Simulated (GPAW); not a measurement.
Troubleshooting GPAW: a failed run on CrI3 (R-3, 8 atoms in the cell). The aim is a self-consistent single point with DFT PBE, plane waves, GPAW PAW datasets PBE (gpaw-data 1.0.1).

Input as run:

```python
from ase import Atoms
from ase.units import GPa
from gpaw import GPAW, PW

atoms = Atoms(['Cr', 'Cr', 'I', 'I', 'I', 'I', 'I', 'I'],
              cell=[[3.236044, 1.868331, 5.952178],
                    [-3.236044, 1.868331, 5.952178],
                    [0.000000, -3.736662, 5.952178]],
              scaled_positions=[[0.333330, 0.333330, 0.333330],
                                [0.666670, 0.666670, 0.666670],
                                [0.088000, 0.755000, 0.421000],
                                [0.421000, 0.088000, 0.755000],
                                [0.755000, 0.421000, 0.088000],
                                [0.912000, 0.245000, 0.579000],
                                [0.579000, 0.912000, 0.245000],
                                [0.245000, 0.579000, 0.912000]],
              pbc=True)

atoms.set_initial_magnetic_moments([3.0, 3.0, 0.0, 0.0, 0.0, 0.0, 0.0])

calc = GPAW(spinpol=True,
            mode=PW(850),
            xc='PBE',
            kpts=(3, 3, 3),
            occupations={'name': 'methfessel-paxton', 'width': 0.136, 'order': 1},
            nbands=-4,
            convergence={'density': 1e-05, 'bands': -2},
            symmetry={'symmorphic': False, 'tolerance': 0.0005},
            maxiter=100)

atoms.calc = calc

energy = atoms.get_potential_energy()
print('Energy (eV):', round(energy, 6))
forces = atoms.get_forces()
print('Forces (eV/Ang):')
print(forces.round(5))
stress = atoms.get_stress()
print('Stress (GPa, Voigt):', (stress / GPa).round(4))
```

The program printed (abridged):

```
Traceback (most recent call last):
   [... frames left out ...]
ValueError: Array "initial_magmoms" has wrong length: 7 != 8.
```

Task: Read the log: what does the program object to, and what is the fix?

Result: The fault is a list of moments of the wrong length. There must be one starting moment an atom. To fix it, complete the list. The program stopped before any SCF iteration.

The sound input it was made from differs as follows (other fixes are possible):
```diff
-atoms.set_initial_magnetic_moments([3.0, 3.0, 0.0, 0.0, 0.0, 0.0, 0.0])
+atoms.set_initial_magnetic_moments([3.0, 3.0, 0.0, 0.0, 0.0, 0.0, 0.0, 0.0])
-            nbands=-4,
-            convergence={'density': 1e-05, 'bands': -2},
+            nbands=-12,
+            convergence={'density': 1e-05},
```

With that input, the run converged in 26 iterations: free energy E − TS (from the program's reference atoms) -29.7614 eV; pressure 8.64 GPa; largest force (vector length) 0.435 eV/Å; size of the cell's spin moment 6.00 μB; site moments (μB, in the program's spheres or projections) Cr 2.79, Cr 2.79, I -0.04, I -0.04, I -0.04, I -0.04, I -0.04, I -0.04 (DFT PBE, plane waves, GPAW PAW datasets PBE (gpaw-data 1.0.1)).

On the sound input: the starting cell was generated: these elements placed on a structure prototype, without a prior relaxation; it need not be a known phase or ordering of this composition. Its lattice was rescaled by a random factor within 2.5 % of one. The magnetic order is the one reached from the typed start; others were not searched systematically. With a pressure of about 9 GPa the cell is away from its equilibrium volume at this level.
